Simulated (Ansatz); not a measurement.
Take PbO2 in the rutile structure (space group P4_2/mnm, No. 136; a = 4.998 Å, c = 3.412 Å) as the base. Axes: x, y, z lie along a, b, c of the conventional cell.

Calculations: PBEsol (Ansatz, a program for electronic structure), no spin-orbit coupling.

For the base:

| Quantity | Value |
|---|---|
| Shortest interatomic distance | 2.174 Å |
| Pressure | 0.0 GPa |

It is then changed as follows: the symmetric strain tensor [-0.0073 -0.0113 0.0029; -0.0113 0.0205 -0.0043; 0.0029 -0.0043 -0.0040]; the atoms relax in the strained cell.

Task: What does the calculation give for the energy relative to the base, largest internal atomic displacement, shortest interatomic distance and pressure after the change?

Result: The energy increases by 4.1 meV/atom; the largest internal atomic displacement is 0.098 Å; the shortest interatomic distance shrinks by 0.0039 Å (2.174 Å → 2.171 Å); the pressure (mean of the normal stresses, compression positive) goes from zero to -1.1 GPa.

Stability against distortions was not tested. All final runs are without spin polarisation. Gaps under 0.05 eV, about the width of the smearing, are given as zero.
